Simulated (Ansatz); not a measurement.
# A constructed model of the (111) surface of fcc Ir, a pseudomorphic layer of V in the other hollow (bottom of the slab: a bare face, its two planes held)

The numbers are results of PBE (plane waves to 420 eV, PAW; Ansatz, an electronic-structure program), not measurements.

Model: 7-atom slab, 13.8 Å thick at the start with caps and adatoms (thin: gaps and levels are the slab's own), 16x16x1 mesh, Fermi-Dirac 0.1 eV, dipole correction, 2 atoms held, the rest relaxed; held to the start's symmetry, so lower structures may exist; spin-polarised, ending with about 0.7 μB a cell; orders that need a larger cell were not tried, no spin-orbit, no U. It is one candidate, not shown to be the stable structure of the face.

work function of the top face: 4.56 eV
energy released by relaxation: 0.74 eV
magnetic moment of the cell: 0.72 μB
cost: around 10 core-minutes (rough)
